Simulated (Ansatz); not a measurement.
Base system: NaCl in the rock salt structure (space group Fm-3m, No. 225).

```
NaCl
1.0
    0.00000     2.80386     2.80386
    2.80386     0.00000     2.80386
    2.80386     2.80386     0.00000
Cl Na
1 1
Direct
  0.00000   0.00000   0.00000
  0.50000   0.50000   0.50000
```

Cartesian axes are those of the cell as printed.

Computed with r2SCAN (Ansatz, an electronic-structure program, PAW, scalar-relativistic without spin-orbit coupling).

Before the change:

The pressure comes out as 0.00 GPa.

It is then changed as follows: tensor shear ε_xy = −2.47 % (engineering shear γ = -0.0494); the atoms relax in the strained cell.

Q: What does the calculation give for the pressure and energy relative to the base after the change?

A: The pressure (mean of the normal stresses, compression positive) stays essentially unchanged (0.00 GPa against 0.01 GPa); the energy goes up by 2.3 meV/atom.

Stability against distortions was not tested.
